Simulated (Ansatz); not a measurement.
## Response to strain in TiC

The parent structure is TiC in the rock salt structure (space group Fm-3m, No. 225; a = 4.2934 Å; relaxed with 0.1 eV smearing). Axes: x, y, z lie along the cube axes.

Strains are applied to the cell and any free atomic positions relax; under stress the whole cell relaxes.

Calculations: Ansatz (a program for electronic structure) PBEsol, scalar-relativistic without spin-orbit coupling.

Notes on the quantities. energy relative to the base: free energy F.

```tsv
variant	energy relative to the base	shortest interatomic distance	space group
base	0 meV/atom	2.147 Å	Fm-3m (No. 225)
isotropic strain −4.94 %	+0.211 eV/atom	2.041 Å	Fm-3m (No. 225)
uniaxial strain ε_yy = −1.27 %	+2.9 meV/atom	2.119 Å	I4/mmm (No. 139)
uniaxial strain ε_zz = −0.62 %	+0.7 meV/atom	2.133 Å	I4/mmm (No. 139)
uniaxial stress, 0.5 GPa tension along x	0.0 meV/atom	2.146 Å	I4/mmm (No. 139)
uniaxial stress, 8 GPa compression along z	+3.5 meV/atom	2.116 Å	I4/mmm (No. 139)
```

Stability under load was not tested beyond the relaxation. All final runs are without spin polarisation.
